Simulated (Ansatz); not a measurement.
# Habitual settings against a tight run: a (001) slab of TiH2 (cut from a parent of space group no. 129; 18 atoms in the cell)

Self-consistent single point.

```xyz
18
Lattice="2.9340 0.0000 0.0000 0.0000 2.9340 0.0000 0.0000 0.0000 24.1818" Properties=species:S:1:pos:R:3 pbc="T T T"
Ti     1.4670     0.0000     9.4560
Ti     0.0000     1.4670     6.8859
Ti     1.4670     0.0000    14.3189
Ti     0.0000     1.4670    11.7487
Ti     1.4670     0.0000    19.1818
Ti     0.0000     1.4670    16.6116
H      1.4670     1.4670     8.1709
H      0.0000     0.0000     8.1709
H      0.0000     1.4670     5.0000
H      1.4670     0.0000     6.4789
H      1.4670     1.4670    13.0338
H      0.0000     0.0000    13.0338
H      0.0000     1.4670     9.8629
H      1.4670     0.0000    11.3418
H      1.4670     1.4670    17.8967
H      0.0000     0.0000    17.8967
H      0.0000     1.4670    14.7258
H      1.4670     0.0000    16.2047
```

Method: PBEsol, PAW files made with PBE (plane waves; Ansatz, a quantum-chemistry and plane-wave program).

Base settings: basis.ecutwfc = 420 eV; kpoints.mp_grid.grid = 9 9 1; hamiltonian.xc = pbesol; hamiltonian.pseudopotentials = {kind: paw} (the program's default PAW files); scf.occupations.method = methfessel_paxton; scf.occupations.width = 0.1 eV; efield.axis = 3; efield.dipole_correction = true.

Tight run (finer mesh or higher cutoff; not a proven limit): basis.ecutwfc: 420 eV → 590 eV; kpoints.mp_grid.grid: 9 9 1 → 13 13 1; scf.convergence.dr2_threshold: default (1e-07 eV) → 1e-09 eV. It gave Fermi level (on the code's own zero) 5.26 eV; largest force (vector length) 1.310 eV/Å.

Quick runs, as changes from the base:
- A: the base itself
- B: basis.ecutwfc: 420 eV → 250 eV; kpoints.mp_grid.grid: 9 9 1 → 1 1 1
- C: basis.ecutwfc: 420 eV → 295 eV; kpoints.mp_grid.grid: 9 9 1 → 8 8 1
- D: basis.ecutwfc: 420 eV → 250 eV; kpoints.mp_grid.grid: 9 9 1 → 3 3 1; scf.convergence.dr2_threshold: default (1e-07 eV) → 0.001 eV
- E: basis.ecutwfc: 420 eV → 295 eV; kpoints.mp_grid.grid: 9 9 1 → 4 4 1; scf.convergence.dr2_threshold: default (1e-07 eV) → 0.001 eV
- F: basis.ecutwfc: 420 eV → 210 eV; kpoints.mp_grid.grid: 9 9 1 → 2 2 1; scf.occupations.method: methfessel_paxton → cold; scf.occupations.width: 0.1 eV → 0.2 eV

Energies are extrapolated to zero smearing width, which holds to low order in the width alone.

The count of work is k-points × plane waves × bands × iterations; it is no time. 

The starting cell comes from a database of computed structures (which also holds hypothetical and non-ambient phases and stackings), without a prior relaxation at this level. The slab is cut from that crystal, and its faces are unrelaxed. Its lattice was rescaled in the plane by a random factor within 2.5 % of one. Spin polarisation is off. In the base run, forces exceed 1 eV/Å.

```tsv
run	energy less tight (meV/atom)	largest miss in a force vector (eV/Å)	count of work / tight
A	1.8	0.057	0.28
B	-234.1	3.945	0.016
C	37.3	0.054	0.17
D	164.9	0.249	0.027
E	36.8	0.113	0.056
F	674.0	0.373	0.036
```

Among the runs at the tight run's level, the energy misses run from 1.8 to 674.0 meV/atom.

Keys are those of Ansatz 0.2.
